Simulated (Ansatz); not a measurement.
Worked example: self-consistent single point of NbZn3 (P4mm, 4 atoms in the cell) in Ansatz (a first-principles code)

Level of theory: LDA (PW92), default PAW files made with PBE (plane waves; Ansatz).

Input:

Ansatz 0.2 input:
```yaml
# NbZn3
crystal:
  lattice:
    - [3.898250, 0.000000, 0.000000]
    - [0.000000, 3.898250, 0.000000]
    - [0.000000, 0.000000, 3.898250]
  atoms:
    - { symbol: Nb, position: [0.000000, 0.000000, 0.012826] }
    - { symbol: Zn, position: [0.500000, 0.000000, 0.500000] }
    - { symbol: Zn, position: [0.000000, 0.500000, 0.500000] }
    - { symbol: Zn, position: [0.500000, 0.500000, 0.000000] }
basis:
  ecutwfc: 420.0
kpoints:
  mp_grid: { grid: [9, 9, 9] }
hamiltonian:
  xc: lda
  pseudopotentials: { kind: paw }
scf:
  occupations: { method: gaussian, width: 0.1 }
output:
  forces: true
  eigenvalues: true
  stress: true
```

The program printed (abridged):

```
WARN ansatz: RAYON_NUM_THREADS=1 ignored (pool sized by the plan → 1); use --threads N
Pseudopotentials: kind: paw
Pseudopotential: Nb, paw, valence charge 13
Pseudopotential: Zn, paw, valence charge 12
Crystal: 4 atoms, lattice volume = 59.239 Å³
Basis set: ecut = 420 eV, 1189 PW (Γ)
Bands: 30, of which v1, the nominal top of the filled ones, is band 25 counted from 1 (24 counted from 0)
Symmetry: 8 space group operations
Space group: P4mm (ITA 99), of the structure as read, at distance tolerance 3.9e-5 Å
k-points: 75 of 729 (time reversal used)
PAW frozen core: Nb, regenerated for the run's functional, and the local potential with it
PAW frozen core: Zn, regenerated for the run's functional, and the local potential with it
Initial density: superposition of atomic densities (neutral atoms: chi_scale 0, normalization atom), corrected by the library's trained network
Initial wavefunctions: pseudopotential atomic-orbital guess
Eigensolver: davidson
Functional: x = slater, c = lda
SCF iter   1: F=—  HF=-14182.095170 eV  |F-HF|=—  |Δ(HF+E_count)|=         —  Δρ=9.87e-3  dr2=8.66e-2  ethr=1.77e-3  ⟨swp⟩=5.6  Hψ=10164  notcnv=0
all-band conjugate gradients solve this SCF's bands
preconditioner: auto → Kerker (q_TF=auto, 2.643 Å⁻¹)
SCF iter   2: F=—  HF=-14182.077913 eV  |F-HF|=—  |Δ(HF+E_count)|=   1.73e-2  Δρ=3.77e-3  dr2=1.47e-2  ethr=1.77e-4  ⟨swp⟩=1.1  Hψ=2859  notcnv=0
SCF iter   3: F=—  HF=-14182.075225 eV  |F-HF|=—  |Δ(HF+E_count)|=   2.69e-3  Δρ=2.45e-3  dr2=2.03e-3  ethr=3.01e-5  ⟨swp⟩=2.2  Hψ=3574  notcnv=0
SCF iter   4: F=—  HF=-14182.074411 eV  |F-HF|=—  |Δ(HF+E_count)|=   8.14e-4  Δρ=7.42e-4  dr2=5.52e-4  ethr=4.14e-6  ⟨swp⟩=2.0  Hψ=3471  notcnv=0
SCF iter   5: F=—  HF=-14182.074228 eV  |F-HF|=—  |Δ(HF+E_count)|=   1.83e-4  Δρ=2.71e-4  dr2=8.35e-5  ethr=1.13e-6  ⟨swp⟩=2.0  Hψ=3904  notcnv=0
SCF iter   6: F=—  HF=-14182.074198 eV  |F-HF|=—  |Δ(HF+E_count)|=   2.98e-5  Δρ=6.92e-5  dr2=2.76e-6  ethr=1.70e-7  ⟨swp⟩=2.0  Hψ=3609  notcnv=0  defer=2
SCF iter   7: F=—  HF=-14182.074197 eV  |F-HF|=—  |Δ(HF+E_count)|=   1.13e-6  Δρ=1.41e-5  dr2=1.16e-7  ethr=5.64e-9  ⟨swp⟩=2.0  Hψ=3694  notcnv=0  defer=2
SCF iter   8: F=—  HF=-14182.074197 eV  |F-HF|=—  |Δ(HF+E_count)|=   4.58e-8  Δρ=1.93e-5  dr2=1.20e-7  ethr=2.04e-10  ⟨swp⟩=8.8  Hψ=10417  notcnv=0
SCF iter   9: F=-14182.074197 eV  HF=-14182.074197 eV  |F-HF|=1.44e-9  |Δ(HF+E_count)|=   7.63e-8  Δρ=2.56e-6  dr2=1.99e-9  ethr=2.04e-10  ⟨swp⟩=3.1  Hψ=8961  notcnv=0
SCF 1 converged in 9 iterations: F = -14182.074197 eV  dr2 = 1.99e-9
SCF converged after 9 iterations
Free energy (F): -14182.074197 eV
Harris-Foulkes:  -14182.074197 eV  (|F-HF|=1.44e-9)
Internal energy: -14182.068098 eV  (E = F + TS)
E sigma→0 (E₀):  -14182.071147 eV
Entropy (-TS):   -0.006099 eV (-1.525 meV/atom)
Fermi energy:    13.316440 eV
--- Per-component energies (eV) ---
  E_band       = 118.592139
  E_kinetic    = 790.816755
  E_local      = -5122.476069  (includes V_loc(G=0)·N_el)
  E_nonlocal   = 1959.989260
  E_hartree    = 2074.614045
  E_xc         = -585.021768
  E_vxc        = -378.044321  (∫ρ·V_xc dr)
  E_paw        = -8219.670348  (= ΣΔE_a)
  E_vpaw       = -1280.917599  (= ΣTr[D̂ρ^β])
  E_aug_tail   = -0.000984  (compensation charges beyond the density's cutoff)
  E_ewald      = -5085.416108
  E_core_change = 5.097118  (= ΣΔE_core)
  E_smearing   = -0.006099  (= −TS)
  E_closure    = -0.000000  (closes the sum)
  Σ components = -14182.074197   (vs F -14182.074197, Δ=0.00e0)
--- Forces (eV/Å), atoms counted from 1 ---
  atom   1  Nb     0.00000000     0.00000000    -0.55028919
  atom   2  Zn    -0.00000000     0.00000000     0.25403970
  atom   3  Zn    -0.00000000     0.00000000     0.25403970
  atom   4  Zn    -0.00000000     0.00000000     0.04221133
  max |Σ_I F_I| component: 1.55e-6 eV/Å
--- Stress (GPa, compression-positive) ---
       -6.391014       0.000000      -0.000000
        0.000000      -6.391014       0.000000
       -0.000000       0.000000      -6.418803
  P = ⅓ Tr σ = -6.4003 GPa (-64.003 kbar)
  The stress holds the Pulay correction. Without it, at fixed plane waves, as pw.x and ABINIT print it: P = -6.4618 GPa
--- Band table (eV; the first three rows and the last of 75) ---
  k-point 0: bands = ["-41.1677", "-17.2973", "-17.2972", "-17.2972", "3.9026", "5.5959", "5.6825", "5.6841", "5.7022", "5.7033", "5.7033", "6.4147", "6.4147", "6.4173", "6.7284", "6.7301", "6.9618", "7.0275", "7.0286", "7.0286", "11.8854", [...]
  k-point 1: bands = ["-41.1674", "-17.3040", "-17.2969", "-17.2969", "4.0397", "5.6271", "5.7130", "5.7198", "5.7276", "5.7333", "5.7333", "6.4015", "6.4256", "6.4256", "6.7105", "6.7298", "6.9426", "6.9784", "6.9784", "7.0276", "11.3625", [...]
  k-point 2: bands = ["-41.1667", "-17.3209", "-17.2963", "-17.2963", "4.4373", "5.7140", "5.7687", "5.7927", "5.8214", "5.8214", "5.8472", "6.3572", "6.4518", "6.4518", "6.6588", "6.7315", "6.8430", "6.8430", "6.8876", "7.0277", "10.1709", [...]
  k-point 74: bands = ["-41.1616", "-17.3370", "-17.3364", "-17.3364", "5.5835", "5.6106", "5.6115", "5.7553", "6.2362", "6.2372", "6.2610", "6.4093", "6.4393", "6.4411", "6.5337", "6.5375", "6.9259", "6.9264", "6.9630", "9.5173", "10.3557", [...]
```

The run converged in 9 iterations.

The starting cell comes from a database of computed structures (which also holds hypothetical and non-ambient phases and stackings), without a prior relaxation at this level. Its lattice was rescaled by up to half a per cent. One atom was moved a little off its site on purpose. Spin polarisation is off. With a pressure of about -6 GPa the cell is away from its equilibrium volume at this level. Ansatz's pressure includes its estimate of the finite-basis (Pulay) stress.
